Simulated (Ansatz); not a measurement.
The parent structure is MgTe in the zinc blende structure (space group F-43m, No. 216; a = 6.4393 Å). Axes: x, y, z lie along the cube axes.

Level of theory: PBEsol/PAW in Ansatz (an electronic-structure program), scalar-relativistic without spin-orbit coupling.

The change: the cell is stretched by 2.00 % along z with no lateral relaxation, atoms relaxed at fixed cell.

**Question.** Predict the stress tensor and what it implies for the stiffness.

**Answer.** Stress of the strained cell less that of the base (GPa, compression positive):
```
  -0.59    0.00    0.00
   0.00   -0.59    0.00
   0.00    0.00   -0.90
```

Then −Δσ_ii/ε with ε = 0.0200 gives secant stiffness values (nonlinear terms included at this strain): C33 ≈ 45 GPa, C13 ≈ 30 GPa and C23 ≈ 30 GPa.

Stability against distortions was not tested.
